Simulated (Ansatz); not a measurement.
Here is the system:

```
HfO2
1.0
    5.09418     0.00000     0.00000
    0.00000     5.15064     0.00000
    0.87617     0.00000     5.20295
Hf O
4 8
Direct
  0.72386   0.54194   0.70791
  0.27614   0.45806   0.29209
  0.27614   0.04194   0.79209
  0.72386   0.95806   0.20791
  0.55200   0.25747   0.97858
  0.44800   0.74253   0.02142
  0.44800   0.75747   0.52142
  0.55200   0.24253   0.47858
  0.93164   0.66924   0.34625
  0.06836   0.33076   0.65375
  0.06836   0.16924   0.15375
  0.93164   0.83076   0.84625
```

Space group of this cell: P2_1/c. The cell is taken as given; by r2SCAN its mean pressure is 3.8 GPa.

Level of theory: r2SCAN (plane waves, PAW; Ansatz, a program for electronic structure).

The current runs along the normal of the first two printed vectors; no spin-orbit coupling. Scaled by the factor s: all lengths (ions clamped). Meshes 6×6×6 and 6×6 across the current in all rows.

| s | mean pressure (GPa) | band gap (eV) |
|---|---|---|
| 0.98 | 22.4 | 4.85 |
| 1.00 | 3.8 | 4.64 |
| 1.02 | -10.4 | ? |

Take the slope of the band gap against ln s from the two given rows, extrapolate to s = 1.02, and say what the run there gives.

Slope = (4.85 − 4.64) / ln 0.98 = -10.4 eV. The line gives 4.64 + (-10.4) × ln 1.02 = 4.43 eV. The run gives 4.43 eV, as the line does.
